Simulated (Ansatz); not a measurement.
Cells marked so need not be the phases stable at ambient conditions, and some may be hypothetical.

 Where the default PAW files enter, the runs use the earlier of Ansatz's two default sets.

The gap is the functional's own. No spin-orbit coupling. Mid-gap values are interpolated on the energy grid.

A. Na2Te (Fm-3m, anti-fluorite, not sure to be the ambient phase, 3 atoms a cell, 32.0 Å³ an atom), along the normal of (110)
B. Rb₃TlF₆ (I4/mmm, not sure to be the ambient phase, 10 atoms a cell, 24.0 Å³ an atom, -2 GPa at this level), along the normal of (101)
C. K2Pb(SO4)2 (R-3m, not sure to be the ambient phase, 13 atoms a cell, 14.2 Å³ an atom, -3 GPa at this level), along the normal of (001)
D. Sr2ZnWO6 (I4/m, not sure to be the ambient phase, 10 atoms a cell, 13.1 Å³ an atom, -8 GPa at this level), along the normal of (001)

Problem. Order them by mid-gap decay constant of the slowest evanescent state (highest first) at the level Ansatz (an electronic-structure program) with r2SCAN.

Solution. C (0.54 1/Å), B (0.45 1/Å), D (0.36 1/Å), A (0.21 1/Å)
